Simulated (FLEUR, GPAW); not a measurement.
A FLEUR input for a self-consistent single point of GaPt (P2_13, 8 atoms in the cell) (DFT, PBEsol, all-electron FLAPW (FLEUR), scalar-relativistic valence):

Input of the input generator:

```
GaPt crystal
&input film=f /
9.2582010318 0.0000000000 0.0000000000
0.0000000000 9.2582010318 0.0000000000
0.0000000000 0.0000000000 9.2582010318
1.0
1.0 1.0 1.0

8
31 0.0929800000 0.0929800000 0.0929800000
31 0.4070200000 0.9070200000 0.5929800000
31 0.5929800000 0.4070200000 0.9070200000
31 0.9070200000 0.5929800000 0.4070200000
78 0.3994300000 0.3994300000 0.3994300000
78 0.1005700000 0.6005700000 0.8994300000
78 0.8994300000 0.1005700000 0.6005700000
78 0.6005700000 0.8994300000 0.1005700000

&comp jspins=1 /
&exco xctyp='PBEs' /
&kpt div1=5 div2=5 div3=5 /
&end /
```

```xml
<?xml version="1.0" encoding="UTF-8" standalone="no"?>
<fleurInput fleurInputVersion="0.39">
   <comment>
      GaPt crystal                                                                                        
   </comment>
   <calculationSetup>
      <cutoffs Kmax="3.5" Gmax="10.5" GmaxXC="10.5" numbands="0"/>
      <scfLoop itmax="80" minDistance="0.00001" maxIterBroyd="15" imix="Anderson" alpha="0.05" precondParam="0.0" spinf="2.0"/>
      <coreElectrons ctail="T" frcor="F" kcrel="0" coretail_lmax="0"/>
      <xcFunctional name="PBEs" relativisticCorrections="F"/>
      <magnetism jspins="1"/>
      <soc l_soc="F" theta="0.0" phi="0.0" spav="F"/>
      <expertModes spex="0" secvar="F"/>
      <geometryOptimization l_f="T" forcealpha="1.0" forcemix="BFGS" epsdisp="0.00001" epsforce="0.00001"/>
      <ldaU l_linMix="F" mixParam="0.05" spinf="1.0"/>
   </calculationSetup>
   <cell>
      <bzIntegration valenceElectrons="116.0" mode="gauss" fermiSmearingEnergy="0.00734986">
         <kPointListSelection listName="default-1"/>
         <!-- k-points included here -->
         <xi:include xmlns:xi="http://www.w3.org/2001/XInclude" href="kpts.xml"> </xi:include>
      </bzIntegration>
      <!-- symmetry operations included here -->
      <xi:include xmlns:xi="http://www.w3.org/2001/XInclude" href="sym.xml"> </xi:include>
      <bulkLattice scale="1.0">
         <bravaisMatrix>
            <row-1>    9.2582010318000005     0.0000000000000000     0.0000000000000000</row-1>
            <row-2>    0.0000000000000000     9.2582010318000005     0.0000000000000000</row-2>
            <row-3>    0.0000000000000000     0.0000000000000000     9.2582010318000005</row-3>
         </bravaisMatrix>
      </bulkLattice>
   </cell>
   <atomSpecies>
      <species name="Gallium (Ga)" element="Ga" atomicNumber="31">
         <mtSphere radius="2.24" gridPoints="791" logIncrement="0.016"/>
         <atomicCutoffs lmax="8" lnonsphr="6"/>
         <electronConfig flipSpins="F">
            <coreConfig>(1s1/2) (2s1/2) (2p1/2) (2p3/2) (3s1/2) (3p1/2) (3p3/2)</coreConfig>
            <valenceConfig>(4s1/2) (3d3/2) (3d5/2) (4p1/2) (4p3/2)</valenceConfig>
            <stateOccupation state="(4p1/2)" spinUp="0.1666666666667" spinDown="0.1666666666667"/>
            <stateOccupation state="(4p3/2)" spinUp="0.3333333333333" spinDown="0.3333333333333"/>
         </electronConfig>
         <energyParameters s="4" p="4" d="3" f="4"/>
      </species>
      <species name="Platinum (Pt)" element="Pt" atomicNumber="78">
         <mtSphere radius="2.24" gridPoints="791" logIncrement="0.017"/>
         <atomicCutoffs lmax="8" lnonsphr="6"/>
         <electronConfig flipSpins="F">
            <coreConfig>(1s1/2) (2s1/2) (2p1/2) (2p3/2) (3s1/2) (3p1/2) (3p3/2) (4s1/2) (3d3/2) (3d5/2) (4p1/2) (4p3/2) (5s1/2) (4d3/2) (4d5/2) (4f5/2) (4f7/2)</coreConfig>
            <valenceConfig>(5p1/2) (5p3/2) (6s1/2) (5d3/2) (5d5/2)</valenceConfig>
            <stateOccupation state="(6s1/2)" spinUp="0.5" spinDown="0.5"/>
            <stateOccupation state="(5d3/2)" spinUp="1.8" spinDown="1.8"/>
            <stateOccupation state="(5d5/2)" spinUp="2.7" spinDown="2.7"/>
         </electronConfig>
         <energyParameters s="6" p="6" d="5" f="5"/>
         <lo type="SCLO" l="1" n="5" eDeriv="0"/>
      </species>
   </atomSpecies>
   <atomGroups>
      <atomGroup species="Gallium (Ga)">
         <relPos label="                   1">.0929800000 .0929800000 .0929800000</relPos>
         <relPos label="                   2">.4070200000 -.0929800000 -.4070200000</relPos>
         <relPos label="                   3">-.4070200000 .4070200000 -.0929800000</relPos>
         <relPos label="                   4">-.0929800000 -.4070200000 .4070200000</relPos>
         <force calculate="T" relaxXYZ="TTT"/>
      </atomGroup>
      <atomGroup species="Platinum (Pt)">
         <relPos label="                   5">.3994300000 .3994300000 .3994300000</relPos>
         <relPos label="                   6">.1005700000 -.3994300000 -.1005700000</relPos>
         <relPos label="                   7">-.1005700000 .1005700000 -.3994300000</relPos>
         <relPos label="                   8">-.3994300000 -.1005700000 .1005700000</relPos>
         <force calculate="T" relaxXYZ="TTT"/>
      </atomGroup>
   </atomGroups>
   <output dos="F" band="F" slice="F">
      <checks vchk="F" cdinf="F"/>
      <bandDOS minEnergy="-.5*Htr" maxEnergy="0.5*Htr" sigma="0.015" storeEVData="T"/>
      <vacuumDOS vacdos="F" integ="F" star="F" nstars="0" locx1="0.0" locy1="0.0" locx2="0.0" locy2="0.0" nstm="0" tworkf="0.0"/>
      <unfoldingBand unfoldBand="F" supercellX="1" supercellY="1" supercellZ="1"/>
      <plotting iplot="0" polar="F">
         <plot TwoD="T" vec1="  1.0  0.0  0.0" vec2="  0.0  1.0  0.0" vec3="  0.0  0.0  1.0" zero="  0.0  0.0  0.0" file="plot"/>
      </plotting>
      <chargeDensitySlicing numkpt="0" minEigenval="0.0" maxEigenval="0.0" nnne="0" pallst="F"/>
      <specialOutput eonly="F"/>
      <magneticCircularDichroism mcd="F" energyLo="-10.0" energyUp="0.0"/>
   </output>
  <!-- We include the file relax.xml here to enable relaxations (see documentation) -->
  <xi:include xmlns:xi="http://www.w3.org/2001/XInclude" href="relax.xml"> <xi:fallback/> </xi:include>
</fleurInput>
```

Problem. Translate this input to GPAW.

Solution. This is the input that was run; spellings and numerical settings could be chosen otherwise.

```python
from ase import Atoms
from ase.units import GPa
from gpaw import GPAW, PW

atoms = Atoms(['Ga', 'Ga', 'Ga', 'Ga', 'Pt', 'Pt', 'Pt', 'Pt'],
              cell=[[4.899229, 0.000000, 0.000000],
                    [0.000000, 4.899229, 0.000000],
                    [0.000000, 0.000000, 4.899229]],
              scaled_positions=[[0.092980, 0.092980, 0.092980],
                                [0.407020, 0.907020, 0.592980],
                                [0.592980, 0.407020, 0.907020],
                                [0.907020, 0.592980, 0.407020],
                                [0.399430, 0.399430, 0.399430],
                                [0.100570, 0.600570, 0.899430],
                                [0.899430, 0.100570, 0.600570],
                                [0.600570, 0.899430, 0.100570]],
              pbc=True)

calc = GPAW(mode=PW(600),
            xc='PBEsol',
            kpts=(5, 5, 5),
            occupations={'name': 'methfessel-paxton', 'width': 0.2, 'order': 0},
            nbands=-12,
            symmetry={'symmorphic': False, 'tolerance': 0.0005},
            maxiter=120)

atoms.calc = calc

energy = atoms.get_potential_energy()
print('Energy (eV):', round(energy, 6))
forces = atoms.get_forces()
print('Forces (eV/Ang):')
print(forces.round(5))
stress = atoms.get_stress()
print('Stress (GPa, Voigt):', (stress / GPa).round(4))
```

Basis, cutoffs, solver keys and any potentials are the target program's own. This input uses DFT PBEsol, plane waves, GPAW PAW datasets PBEsol (made by gpaw-setup).

The starting cell comes from a database of computed structures (which also holds hypothetical and non-ambient phases and stackings), without a prior relaxation at this level. Its lattice was rescaled by a random factor within 2.5 % of one.
